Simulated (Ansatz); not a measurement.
Band structure of LiMnN2 (I-42d, 8 atoms in the cell).

```yaml
crystal:
  lattice:
    - [-2.28069, 2.28069, 4.19606]
    - [2.28069, -2.28069, 4.19606]
    - [2.28069, 2.28069, -4.19606]
  atoms:
    - { symbol: Li, position: [0.25000, 0.75000, 0.50000] }
    - { symbol: Li, position: [0.50000, 0.50000, 0.00000] }
    - { symbol: Mn, position: [0.75000, 0.25000, 0.50000], spin: 4.0 }
    - { symbol: Mn, position: [0.00000, 0.00000, 0.00000], spin: 4.0 }
    - { symbol: N, position: [0.37500, 0.94348, 0.06848] }
    - { symbol: N, position: [0.05652, 0.12500, 0.43152] }
    - { symbol: N, position: [0.87500, 0.30652, 0.93152] }
    - { symbol: N, position: [0.69348, 0.62500, 0.56848] }
```
(The spins are starting values, not results.)

Method: PBEsol, PAW files made with PBE (plane waves; Ansatz, an electronic-structure program).

Settings: kpoints.mp_grid.grid = 5 5 5; hamiltonian.xc = pbesol; hamiltonian.pseudopotentials = {kind: paw} (the program's default PAW files); magnetization.spin_polarized = true; scf.occupations.method = gaussian; scf.occupations.width = 0.2 eV; kpoints.band_path.npoints = 8.

The starting cell comes from a database of computed structures (which also holds hypothetical and non-ambient phases and stackings), without a prior relaxation at this level. The moments shrank to a small part of their start, a low-spin state that need not be the lowest.

Levels in eV from the Fermi level, bands 25 to 32 of the first spin channel:
```
point     25     26     27     28     29     30     31    32
-----  -----  -----  -----  -----  -----  -----  -----  ----
Γ      -1.95  -1.95  -1.38  -0.57  -0.24  -0.24  -0.01  0.88
X      -2.19  -2.19  -0.89  -0.89   0.71   0.71   1.77  1.77
Y      -2.22  -2.22  -0.80  -0.80   0.48   0.48   1.84  1.84
S      -2.37  -1.67  -1.16  -0.47  -0.11   0.59   0.99  1.98
Z      -1.77  -1.77  -0.87  -0.87   0.26   0.26   1.60  1.60
S1     -2.37  -1.67  -1.16  -0.47  -0.11   0.59   0.99  1.98
N      -2.78  -1.89  -0.79  -0.54  -0.41   0.85   1.05  1.70
P      -2.61  -2.61  -0.67  -0.67   0.65   0.65   1.91  1.91
Y1     -2.22  -2.22  -0.80  -0.80   0.48   0.48   1.84  1.84
```

Bands cross the Fermi level along this path, so the cell is metallic at this level.

The net moment of the cell came out as 1.37 μB.

Keys are those of Ansatz 0.2.
